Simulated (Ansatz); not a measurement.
Data:

End structure of a constructed model of the (0001) surface of hcp Os, a layer of Ge in place of the second plane (bottom of the slab: a bare face, its two planes held):

```xyz
6
Lattice="2.7542 0.0000 0.0000 -1.3771 2.3852 0.0000 0.0000 0.0000 27.0000" Properties=species:S:1:pos:R:3 pbc="T T T"
Os     1.3771     0.7951     8.2109
Os     0.0000     1.5902    10.3841
Os     1.3771     0.7951    12.5257
Os     0.0000     1.5902    14.7119
Ge     1.3771     0.7951    16.7934
Os     0.0000     1.5902    18.7554
```

Set-up: 6 atoms, 10.6 Å thick at the start; mesh 16x16x1; 0.1 eV smearing; dipole correction on; 2 atoms held, the rest relaxed; symmetry of the start imposed; no spin, no spin-orbit, no U. It is one candidate, not shown to be the stable structure of the face.

### Question
What is the computed work function of the top face (PBE (Ansatz, a quantum-chemistry and plane-wave program))?

### Answer
5.34 eV
